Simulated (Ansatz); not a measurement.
The parent structure is AlN in the zinc blende structure (space group F-43m, No. 216; a = 4.403 Å).

Calculations: PBE, PAW, 420 eV (Ansatz, a quantum-chemistry and plane-wave program; without spin-orbit coupling).

Now apply this change: As takes the place of N on all its sites, then cell and atoms are relaxed.

Measured band gap: AlN 5.34 eV (temperature not stated; as listed in Daiki Deguchi et al., Japanese Journal of Applied Physics (2016)); AlAs 2.28 eV (static lattice; corrected from measurement; as listed in Wei Chen et al., Physical Review Materials (2018)).

Question: How well does PBE reproduce the measured shift?

Answer: With PBE the band gap moves by -1.81 eV (3.31 → 1.50) against -3.06 eV measured. The two measured values stand on different bases (one corrected, one not), which blurs small differences.

Whether these cells are dynamically stable was not tested. This is not the structure that AlN has at room temperature and ambient pressure.
